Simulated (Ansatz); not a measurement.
Ta2O5 (Pbam, No. 55, 14 atoms in the cell; start mp-1104837), treated with PBEsol (PAW; Ansatz, a quantum-chemistry and plane-wave program).

Settings: plane-wave cutoff 520 eV, 6×10×6 k mesh (along the axes of the cell as run), Fermi–Dirac smearing 0.01 eV, scalar-relativistic PAW data made under PBE.

Cell (relaxed with PBEsol):

```yaml
crystal:
  lattice:
    - [6.19566, 0.00000, 0.00005]
    - [0.00000, 3.78653, 0.00000]
    - [-0.00007, 0.00000, 7.32563]
  atoms:
    - { symbol: Ta, position: [0.97940, 0.00000, 0.98803] }
    - { symbol: Ta, position: [0.03132, 0.00000, 0.48803] }
    - { symbol: Ta, position: [0.53132, 0.00000, 0.22740] }
    - { symbol: Ta, position: [0.47939, 0.00000, 0.72740] }
    - { symbol: O, position: [0.95359, 0.50000, 0.94945] }
    - { symbol: O, position: [0.05712, 0.50000, 0.44945] }
    - { symbol: O, position: [0.55712, 0.50000, 0.26599] }
    - { symbol: O, position: [0.45358, 0.50000, 0.76598] }
    - { symbol: O, position: [0.25536, 0.00000, 0.10771] }
    - { symbol: O, position: [0.86587, 0.00000, 0.24738] }
    - { symbol: O, position: [0.75535, 0.00000, 0.60771] }
    - { symbol: O, position: [0.36587, 0.00000, 0.46805] }
    - { symbol: O, position: [0.14484, 0.00000, 0.74738] }
    - { symbol: O, position: [0.64484, 0.00000, 0.96805] }
```

Problem. Give the computed band gap and direct gap at Γ.

Solution. 
- band gap: 2.17 eV
- direct gap at Γ: 3.29 eV

Spin–orbit coupling is not included.

The computed numbers hold no vibrational or temperature effects.

The result took very roughly 3 core-minutes.

A start named mp-… is a Materials Project structure, which need not be a measured phase.
